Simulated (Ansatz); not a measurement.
Input:

```
CELL_PARAMETERS angstrom
      0.00000     2.99243     2.99243
      2.99243     0.00000     2.99243
      2.99243     2.99243     0.00000
ATOMIC_POSITIONS crystal
  Se 0.75000 0.75000 0.75000
  Cd 0.00000 0.00000 0.00000
```

A single point on CdSe with a change (pressure 4.5 GPa), its geometry relaxed with r2SCAN.

Method: plane-wave PAW DFT at the HSE06 level (Ansatz, a program for electronic structure, 420 eV), spin-orbit coupling included. k-mesh 6×6×6 (Γ-centred); smearing 0.01 eV (Fermi–Dirac).

Question: Predict the band gap and valence-band top at Γ.

Answer: 
* **Band gap**: 1.53 eV
* **Valence-band top at Γ (three highest Kramers pairs, from the VBM)**: 0.00, 0.00, -0.41 eV

Single points use the geometry relaxed with r2SCAN. Load acts through the strain it causes; cell and atoms are relaxed under it. Stability against distortions was not tested. Tetrahedral semiconductors of this kind turn to denser phases somewhere between about 1 and 50 GPa; those were not computed, so compressed cells here can lie past the real transition. The cell was made from CdSe in the zinc blende structure (space group F-43m, No. 216) by this change: pressure 4.5 GPa.
